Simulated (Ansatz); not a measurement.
Start from Hf in the hcp (Mg type) structure (space group P6_3/mmc, No. 194; a = 3.117 Å, c = 4.950 Å; relaxed with 0.1 eV smearing). Axes: x lies along a and z along c of the hexagonal cell.

Level of theory: plane-wave PAW DFT at the LDA level (Ansatz, a program for electronic structure, 420 eV), without spin-orbit coupling.

Now apply this change: tensor shear ε_xz = +0.29 % (engineering shear γ = 0.0058), atoms relaxed at fixed cell.

### Question
What happens to the stress?

### Answer
The stress (xx, yy, zz, yz, xz, xy; compression positive) amounts to (0.0, 0.0, 0.0, 0.0, -0.3, 0.0) GPa.

### Question
What happens to the energy relative to the base?

### Answer
The energy is nearly the same.

The cells carry an imposed strain or load. Whether these cells are dynamically stable was not tested. All final runs are without spin polarisation.
